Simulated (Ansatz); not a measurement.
Amorphous In$_{9}$Ga$_{9}$Zn$_{9}$O$_{39}$Al$_{2}$, 68 atoms at 5.57 g/cm³, one PBE-relaxed geometry, zone centre. Methods: PBE, scalar-relativistic without spin-orbit coupling (Ansatz, a quantum-chemistry and plane-wave program); r2SCAN, scalar-relativistic without spin-orbit coupling (Ansatz); HSE06, scalar-relativistic without spin-orbit coupling (Ansatz). Plane waves to 420 eV (r2SCAN 500 eV); exact exchange is cut at the cell's faces. At PBE the levels at the filled edge of the gap are localised (band-tail or defect states). All rungs ran without spin polarisation.

A CHGNet melt-quench gave the starting glass, which DFT then relaxed. O atoms were pushed apart under 1.9 Å during the dynamics, to hinder bonds among them. The hot cell started wider than the set density and was brought back towards it in steps. It is the lowest in DFT energy of 2 quenches. It is a model cell: composition and starting density were chosen by hand, and all elements were melted together. No dispersion term was used. Its density started from a set value of 5.71 and ended at 5.57 g/cm³. The simulated quench (nominally 260 K/ps over its main leg) is rapid and tends to freeze in more defects than a deposited or slowly cooled glass has. A cell of this size samples the disorder only roughly. Volume and shape were free in the relaxation.

The relaxation ran on the zone centre alone. At PBE the level gap is 0.82 eV on a 2×2×2 Γ-centred mesh, and the spacing at the zone centre alone 0.82 eV.

**Question.** What zone-centre spacing does r2SCAN give, roughly?

**Answer.** 1.27 eV (+0.45 eV against PBE).

**Question.** What zone-centre spacing does HSE06 give, roughly?

**Answer.** 2.36 eV (+1.54 eV against PBE).

The highest filled and the lowest empty state spread over these numbers of atoms (participation numbers): PBE: 5.9 and 61.4; r2SCAN: 5.9 and 60.1; HSE06: 5.5 and 59.3.
